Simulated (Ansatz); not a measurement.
# The (320) surface of germanium in its 1x1 cell, relaxed from an ideal cut (the real face may reconstruct), outermost plane spacing 0.40 Å in the ideal cut (in the relaxation 2 Ge–Ge bonds formed)

Level of theory: r2SCAN, at the PBE geometry (plane waves to 500 eV, PAW; Ansatz, a first-principles code).

Set-up: 29 atoms, 11.2 Å thick at the start; mesh 5x3x1; 0.025 eV smearing; dipole correction on; single point; no symmetry held, on the structure that PBE left; no spin, no spin-orbit, no U.

```
Property                                                          Value
-----------------------------------------------  ----------------------
surface energy (mean of both faces)                          1.16 J/m^2
gap of the slab on its k-mesh                                   0.23 eV
highest filled level below the top vacuum level                 4.54 eV
cost                                             roughly 9 core-minutes
```
